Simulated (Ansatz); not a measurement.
# Quick settings and what they miss: TaTi₃ (Fm-3m, 4 atoms in the cell)

Self-consistent single point.

```xyz
4
Lattice="0.0000 3.2045 3.2045 3.2045 0.0000 3.2045 3.2045 3.2045 0.0000" Properties=species:S:1:pos:R:3 pbc="T T T"
Ti     1.6022     1.6022     1.6022
Ti     4.8067     4.8067     4.8067
Ti     3.2045     3.2045     3.2045
Ta     0.0000     0.0000     0.0000
```

Method: r2SCAN, default PAW files made with PBE (plane waves; Ansatz, a first-principles code).

Base settings: basis.ecutwfc = 500 eV; kpoints.mp_grid.grid = 6 6 6; hamiltonian.xc = r2scan; hamiltonian.pseudopotentials = {kind: paw} (the program's default PAW files); scf.occupations.method = gaussian; scf.occupations.width = 0.136 eV.

Tight run (finer mesh or higher cutoff; not a proven limit): basis.ecutwfc: 500 eV → 700 eV; kpoints.mp_grid.grid: 6 6 6 → 9 9 9; scf.convergence.dr2_threshold: default (1e-07 eV) → 1e-09 eV. It gave Fermi level (on the code's own zero) 15.64 eV; pressure 6.93 GPa.

Quick runs, as changes from the base:
- A: the base itself
- B: basis.ecutwfc: 500 eV → 210 eV; kpoints.mp_grid.grid: 6 6 6 → 2 2 2; hamiltonian.xc: r2scan → lda; scf.convergence.dr2_threshold: default (1e-07 eV) → 0.001 eV [LDA (PW92)]
- C: basis.ecutwfc: 500 eV → 250 eV; kpoints.mp_grid.grid: 6 6 6 → 1 1 1; hamiltonian.xc: r2scan → lda; scf.occupations.width: 0.136 eV → 0.272 eV [LDA (PW92)]
- D: kpoints.mp_grid.grid: 6 6 6 → 4 4 4
- E: basis.ecutwfc: 500 eV → 400 eV; kpoints.mp_grid.grid: 6 6 6 → 2 2 2
- F: basis.ecutwfc: 500 eV → 350 eV; kpoints.mp_grid.grid: 6 6 6 → 8 8 8

Energies are extrapolated to zero smearing width, which holds to low order in the width alone.

Dashes: energy of B, C, another energy zero; count of B, C, another kind of functional, whose work the count does not hold.

† marks runs with another functional, U, potentials or spin treatment: their distance from the tight run is not a convergence error alone.

The count of work is k-points × plane waves × bands × iterations; it is no time. 

Pressures in the table are Ansatz's without its Pulay estimate, at a fixed set of plane waves; the tight run's value above holds the estimate.

The starting cell comes from a database of computed structures (which also holds hypothetical and non-ambient phases and stackings), without a prior relaxation at this level. Its lattice was rescaled by a random factor within 2.5 % of one. Spin polarisation is off. In the base run, with a pressure of about 8 GPa the cell is away from its equilibrium volume at this level.

```
run  energy less tight (meV/atom)  pressure less tight (GPa)  count of work / tight
---  ----------------------------  -------------------------  ---------------------
A                            -0.3                       0.58                   0.23
B†                              –                    -144.22                      –
C†                              –                     -63.88                      –
D                            34.5                      -0.14                   0.11
E                            12.1                      -1.48                  0.051
F                            11.6                      -0.56                   0.26
```

Among the runs at the tight run's level, the energy misses run from 0.3 to 34.5 meV/atom.

Keys are those of Ansatz 0.2.
